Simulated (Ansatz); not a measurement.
The starting structures come from a database of crystals and need not be the phases stable at ambient conditions.

Given:

```yaml
crystal:
  lattice:
    - [3.30779, 0.00000, 0.00000]
    - [0.00000, 4.98288, 0.00000]
    - [1.65390, 0.00000, 2.86463]
  atoms:
    - { symbol: Mg, position: [0.33333, 0.99784, 0.33333] }
    - { symbol: Mg, position: [0.66667, 0.49784, 0.66667] }
    - { symbol: O, position: [0.33333, 0.59756, 0.33333] }
    - { symbol: O, position: [0.66667, 0.09756, 0.66667] }
```

Space group of this cell: P6_3mc, wurtzite. The cell is taken as given; by LDA its mean pressure is -4.3 GPa.

Transport runs along the normal of the first two printed cell vectors, the (100) plane of the conventional cell.

No gap correction and no spin-orbit coupling; mid-gap values are interpolated between computed energies.

**Question.** Compute, with LDA (Ansatz, a first-principles code), the band gap and the smallest decay constant κ at mid-gap.

**Answer.** Gap 3.36 eV on a 10×6×10 mesh; κ = 0.298 1/Å, at the zone centre.
